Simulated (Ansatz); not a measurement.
Take Y in the hcp (Mg type) structure (space group P6_3/mmc, No. 194; a = 3.656 Å, c = 5.679 Å) as the base.

(Cell as relaxed with PBE.)

Levels (all Ansatz, an electronic-structure program, PAW): PBE (420 eV, no SOC); r2SCAN (500 eV, spin-orbit coupling left out).

Each level relaxes its own structure.

```csv
base,PBE,r2SCAN
volume per atom,32.86 Å³,33.46 Å³
lattice parameter a,3.656 Å,3.683 Å
band gap,zero,zero
```

Modification: cell and atoms relaxed at a pressure of 100 GPa.

```csv
quantity,PBE,r2SCAN
shortest interatomic distance,2.720 Å,?
c/a ratio,1.702,?
band gap,zero,?
```

What does r2SCAN give?


- shortest interatomic distance, r2SCAN: 2.717 Å
- c/a ratio, r2SCAN: 1.698
- band gap, r2SCAN: zero

PBE's shortest interatomic distance lies 0.003 Å above r2SCAN's (0.1 %); PBE's c/a ratio lies 0.004 above r2SCAN's; the two agree on the band gap. Neither level is exact; r2SCAN is the comparison here, not a measurement.

Load acts through the strain it causes; cell and atoms are relaxed under it. No phonon test of stability was made. No other phases were tried under pressure. All final runs are without spin polarisation.
